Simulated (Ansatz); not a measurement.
This concerns the formation energy of Al_Cu in Cu (fcc, Fm-3m). Reaction: 63 Cu (fcc) + Al (fcc) → cell A.

Cell A: a supercell of 64 sites of Cu (fcc, Fm-3m) with Al on a Cu site (12 Cu at 2.57 Å); spin state with PBE: run without spin, k-point mesh 5×5×5.
```yaml
crystal:
  lattice:
    - [10.26429, 0.00000, 0.00000]
    - [5.13214, 8.88913, 0.00000]
    - [5.13214, 2.96304, 8.38075]
  atoms:
    - { symbol: Cu, position: [0.00000, 0.00000, 0.00000] }
    - { symbol: Cu, position: [0.00000, 0.00000, 0.24994] }
    - { symbol: Cu, position: [0.00000, 0.00000, 0.50000] }
    - { symbol: Cu, position: [0.00000, 0.00000, 0.75006] }
    - { symbol: Cu, position: [0.00000, 0.24994, 0.00000] }
    - { symbol: Cu, position: [0.00023, 0.24986, 0.24986] }
    - { symbol: Cu, position: [0.00023, 0.24986, 0.50006] }
    - { symbol: Cu, position: [0.00000, 0.24994, 0.75006] }
    - { symbol: Cu, position: [0.00000, 0.50000, 0.00000] }
    - { symbol: Cu, position: [0.00023, 0.50006, 0.24986] }
    - { symbol: Cu, position: [0.00000, 0.50000, 0.50000] }
    - { symbol: Cu, position: [0.99977, 0.49994, 0.75014] }
    - { symbol: Cu, position: [0.00000, 0.75006, 0.00000] }
    - { symbol: Cu, position: [0.00000, 0.75006, 0.24994] }
    - { symbol: Cu, position: [0.99977, 0.75014, 0.49994] }
    - { symbol: Cu, position: [0.99977, 0.75014, 0.75014] }
    - { symbol: Cu, position: [0.24994, 0.00000, 0.00000] }
    - { symbol: Cu, position: [0.24986, 0.00023, 0.24986] }
    - { symbol: Cu, position: [0.24986, 0.00023, 0.50006] }
    - { symbol: Cu, position: [0.24994, 0.00000, 0.75006] }
    - { symbol: Cu, position: [0.24986, 0.24986, 0.00023] }
    - { symbol: Cu, position: [0.25000, 0.25000, 0.25000] }
    - { symbol: Cu, position: [0.24986, 0.24986, 0.50006] }
    - { symbol: Cu, position: [0.24983, 0.24983, 0.75017] }
    - { symbol: Cu, position: [0.24986, 0.50006, 0.00023] }
    - { symbol: Cu, position: [0.24986, 0.50006, 0.24986] }
    - { symbol: Cu, position: [0.24926, 0.50000, 0.50000] }
    - { symbol: Cu, position: [0.24926, 0.50000, 0.75074] }
    - { symbol: Cu, position: [0.24994, 0.75006, 0.00000] }
    - { symbol: Cu, position: [0.24983, 0.75017, 0.24983] }
    - { symbol: Cu, position: [0.24926, 0.75074, 0.50000] }
    - { symbol: Cu, position: [0.24983, 0.75017, 0.75017] }
    - { symbol: Cu, position: [0.50000, 0.00000, 0.00000] }
    - { symbol: Cu, position: [0.50006, 0.00023, 0.24986] }
    - { symbol: Cu, position: [0.50000, 0.00000, 0.50000] }
    - { symbol: Cu, position: [0.49994, 0.99977, 0.75014] }
    - { symbol: Cu, position: [0.50006, 0.24986, 0.00023] }
    - { symbol: Cu, position: [0.50006, 0.24986, 0.24986] }
    - { symbol: Cu, position: [0.50000, 0.24926, 0.50000] }
    - { symbol: Cu, position: [0.50000, 0.24926, 0.75074] }
    - { symbol: Cu, position: [0.50000, 0.50000, 0.00000] }
    - { symbol: Cu, position: [0.50000, 0.50000, 0.24926] }
    - { symbol: Al, position: [0.50000, 0.50000, 0.50000] }
    - { symbol: Cu, position: [0.50000, 0.50000, 0.75074] }
    - { symbol: Cu, position: [0.49994, 0.75014, 0.99977] }
    - { symbol: Cu, position: [0.50000, 0.75074, 0.24926] }
    - { symbol: Cu, position: [0.50000, 0.75074, 0.50000] }
    - { symbol: Cu, position: [0.49994, 0.75014, 0.75014] }
    - { symbol: Cu, position: [0.75006, 0.00000, 0.00000] }
    - { symbol: Cu, position: [0.75006, 0.00000, 0.24994] }
    - { symbol: Cu, position: [0.75014, 0.99977, 0.49994] }
    - { symbol: Cu, position: [0.75014, 0.99977, 0.75014] }
    - { symbol: Cu, position: [0.75006, 0.24994, 0.00000] }
    - { symbol: Cu, position: [0.75017, 0.24983, 0.24983] }
    - { symbol: Cu, position: [0.75074, 0.24926, 0.50000] }
    - { symbol: Cu, position: [0.75017, 0.24983, 0.75017] }
    - { symbol: Cu, position: [0.75014, 0.49994, 0.99977] }
    - { symbol: Cu, position: [0.75074, 0.50000, 0.24926] }
    - { symbol: Cu, position: [0.75074, 0.50000, 0.50000] }
    - { symbol: Cu, position: [0.75014, 0.49994, 0.75014] }
    - { symbol: Cu, position: [0.75014, 0.75014, 0.99977] }
    - { symbol: Cu, position: [0.75017, 0.75017, 0.24983] }
    - { symbol: Cu, position: [0.75014, 0.75014, 0.49994] }
    - { symbol: Cu, position: [0.75000, 0.75000, 0.75000] }
```

Reference: Cu (fcc, Fm-3m), 64 atoms in the cell, the relaxed perfect crystal repeated, atoms not moved again; spin state with PBE: run without spin, k-point mesh 5×5×5 on the run's own vectors.

Reference: Al (fcc, Fm-3m), 1 atom in the cell, k-point mesh 26×26×26 on the run's own vectors. Conventional cell: a = b = c = 4.0410 Å, α = β = γ = 90.00°.

Computed with Ansatz (plane waves, PAW), its PAW set soft_1, cutoff 420 eV, 500 eV for r2SCAN. The structures are at rest with PBE, within the held lattices; other levels are single points on them. Neutral cells; Fermi-Dirac smearing of at most 0.10 eV in the solids, energies taken to zero width. The lattices are those relaxed with PBE, so at other levels the solids can be strained, which adds to the spread. Larger cells are relaxed from a start prepared with the learned potential CHGNet, on a coarser mesh till forces fall under 0.03 eV/Å, which some starts already meet. A dispersion term (D3(BJ), or D4 for r2SCAN) was computed beside these levels and is taken off wherever the name lacks it. Space groups of crystals are read within 0.01 Å. Nuclei at rest; no vibrational terms. Cells are local rest points, mostly with their start's symmetry. Values are for these cell sizes. Mesh and cell size may move defect energies by 0.1 eV or more. Cell A has symmetry Fm-3m within 0.02 Å and got no random move, so less symmetric positions, which may lie lower, weren't tried.

Question: What value does r2SCAN give?

Answer: -0.88 eV, for 63 Cu (fcc) + Al (fcc) → cell A.

Question: List the value at the remaining levels and say how far they part.

Answer: 
```json
[
 {"Method": "PBE", "value (eV)": "-0.77", "less r2SCAN": "0.11"}
]
```

The levels shown span 0.11 eV, from r2SCAN (-0.88) to PBE (-0.77).

Ansatz is an electronic-structure program.
